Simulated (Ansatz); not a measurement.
Data:

End structure of the (31-41) surface of hcp Ru in its 1x1 cell, outermost plane spacing 0.11 Å in the ideal cut:

```yaml
crystal:
  lattice:
    - [5.08294, 0.00000, 0.00000]
    - [0.01669, 8.38285, 0.00000]
    - [0.00000, 0.00000, 26.50000]
  atoms:
    - { symbol: Ru, position: [0.67216, 0.91355, 0.30846] }
    - { symbol: Ru, position: [0.90051, 0.62223, 0.31240] }
    - { symbol: Ru, position: [0.96358, 0.16461, 0.33031] }
    - { symbol: Ru, position: [0.17022, 0.87302, 0.33291] }
    - { symbol: Ru, position: [0.24753, 0.43254, 0.35306] }
    - { symbol: Ru, position: [0.46074, 0.14920, 0.35649] }
    - { symbol: Ru, position: [0.54020, 0.69328, 0.37526] }
    - { symbol: Ru, position: [0.74715, 0.40807, 0.37989] }
    - { symbol: Ru, position: [0.82267, 0.96068, 0.39969] }
    - { symbol: Ru, position: [0.03877, 0.67126, 0.40451] }
    - { symbol: Ru, position: [0.10736, 0.22567, 0.42434] }
    - { symbol: Ru, position: [0.32409, 0.93526, 0.42841] }
    - { symbol: Ru, position: [0.39335, 0.48618, 0.44921] }
    - { symbol: Ru, position: [0.60706, 0.19718, 0.45322] }
    - { symbol: Ru, position: [0.67842, 0.75000, 0.47352] }
    - { symbol: Ru, position: [0.89388, 0.46027, 0.47737] }
    - { symbol: Ru, position: [0.96520, 0.01288, 0.49818] }
    - { symbol: Ru, position: [0.17899, 0.72347, 0.50182] }
    - { symbol: Ru, position: [0.25031, 0.27609, 0.52263] }
    - { symbol: Ru, position: [0.46577, 0.98635, 0.52648] }
    - { symbol: Ru, position: [0.53713, 0.53917, 0.54678] }
    - { symbol: Ru, position: [0.75084, 0.25017, 0.55079] }
    - { symbol: Ru, position: [0.82011, 0.80109, 0.57159] }
    - { symbol: Ru, position: [0.03683, 0.51068, 0.57566] }
    - { symbol: Ru, position: [0.10542, 0.06509, 0.59549] }
    - { symbol: Ru, position: [0.32153, 0.77567, 0.60031] }
    - { symbol: Ru, position: [0.39704, 0.32828, 0.62011] }
    - { symbol: Ru, position: [0.60399, 0.04307, 0.62474] }
    - { symbol: Ru, position: [0.68345, 0.58715, 0.64351] }
    - { symbol: Ru, position: [0.89666, 0.30381, 0.64694] }
    - { symbol: Ru, position: [0.97397, 0.86333, 0.66709] }
    - { symbol: Ru, position: [0.18061, 0.57174, 0.66969] }
    - { symbol: Ru, position: [0.24369, 0.11412, 0.68760] }
    - { symbol: Ru, position: [0.47203, 0.82280, 0.69154] }
```

Set-up: 34 atoms, 10.4 Å thick at the start (thin: gaps and levels are the slab's own); mesh 8x5x1; 0.1 eV smearing; dipole correction on; single point; on the structure that PBE left under its start's symmetry; no spin, no spin-orbit, no U.

### Question
Estimate the work function of the top face that Ansatz (a program for electronic structure) with r2SCAN, at the PBE geometry returns for this input.

### Answer
4.50 eV

### Question
What surface energy (mean of both faces) does r2SCAN, at the PBE geometry give?

### Answer
3.49 J/m²
